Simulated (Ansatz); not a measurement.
## A computed series for AlN: response to strain

Consider AlN in the wurtzite structure (space group P6_3mc, No. 186).

```xyz
4
Lattice="3.1302 0.0000 0.0000 -1.5651 2.7109 0.0000 0.0000 0.0000 5.0180" Properties=species:S:1:pos:R:3 pbc="T T T"
Al     0.0000     1.8072     0.0012
Al     1.5651     0.9036     2.5102
N      0.0000     1.8072     1.9157
N      1.5651     0.9036     4.4247
```

Cartesian axes are those of the cell as printed.

Strains are applied to the cell and any free atomic positions relax; under biaxial strain the out-of-plane vector relaxes too.

Level of theory: Ansatz (a first-principles code) PBE, no spin-orbit coupling.

| case | width of the top valence band | band gap | electron mass | ratio −ε⊥/ε∥ |
|---|---|---|---|---|
| base | 2.34 eV | 4.03 eV | – | – |
| biaxial strain +0.60 %, plane normal [001], relaxed out of plane | 2.37 eV | 3.91 eV | 0.29 mₑ (at Γ) | – |
| biaxial strain +1.20 %, plane normal [001], relaxed out of plane | 2.41 eV | 3.79 eV | 0.28 mₑ (at Γ) | 0.57 |
| biaxial strain +1.80 %, plane normal [001], relaxed out of plane | 2.41 eV | 3.68 eV | 0.28 mₑ (at Γ) | 0.58 |
| biaxial strain +2.40 %, plane normal [001], relaxed out of plane | 2.41 eV | 3.56 eV | 0.28 mₑ (at Γ) | 0.59 |
| biaxial strain +3.00 %, plane normal [001], relaxed out of plane | 2.40 eV | 3.44 eV | 0.27 mₑ (at Γ) | 0.60 |

Effective masses come from finite differences of ±0.01 Å⁻¹. Stability against distortions was not tested.
